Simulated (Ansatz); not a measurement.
## CdTe, element substitutions

The parent structure is CdTe in the zinc blende structure (space group F-43m, No. 216; a = 6.489 Å).

Each row replaces one element on all its sites; cell and atoms are relaxed.

Levels (all Ansatz, a program for electronic structure, PAW): PBEsol (420 eV, no spin-orbit coupling); r2SCAN (500 eV, scalar-relativistic without spin-orbit coupling).

Pressures by level, all at the geometries relaxed with PBEsol:

```tsv
case	PBEsol	r2SCAN
base	0.0 GPa	1.4 GPa
Te → Hg	0.0 GPa	0.8 GPa
Cd → Sn	0.0 GPa	1.0 GPa
```

Single points use the geometry relaxed with PBEsol. Their cutoffs differ, which shifts pressures a little. Stability against distortions was not tested. As relaxed here, CdHg is a hypothetical phase, not in the database extracts checked. For SnTe in this form, whether it has been made was not checked. The final runs are not spin-polarised.
